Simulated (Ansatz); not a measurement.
**Migration barriers: interstitial Al in rutile TiO2, charge state +3**

Consider interstitial Al in rutile TiO2, charge state +3. Level of theory: PBE, PAW (plane waves to 420 eV; Ansatz, a program for electronic structure).

72-site cell at the relaxed PBE lattice, one k-point at (0.250, 0.250, 0.250), smearing 0.01 eV, spin-restricted, no finite-size correction. Energies are static. The charge state is imposed; whether it is stable for some Fermi level was not computed. Sites that were not tried may lie lower.

Barriers: single points on a 2×2×2 k-point mesh shifted by half a step at the bands' geometries.

| Route | Start site over the lowest site run (eV) | Hop (Å) | Forward barrier (eV) | Backward barrier (eV) | Neighbours at the start | Neighbours at the saddle | Saddle order | Forward, on the band's own sampling (eV) |
|---|---|---|---|---|---|---|---|---|
| several atoms move together, Al the farthest | 0.00 | 1.48 | 0.24 | 0.24 | 2 O at 1.79, 4 O at 1.98 Å | 4 O at 1.77 Å | not checked, on a symmetry element | 0.21 |

Paths come from nudged elastic bands with a climbing image.  A band can be held on a symmetry element, so unchecked saddle points there may be too high. A further band (several atoms move together, Al the farthest, 3.27 Å) gave 1.35 eV forward on its own sampling, 1.35 eV above the lowest site run, but a shoulder points to a second hump between its images, so it is not taken as a result.
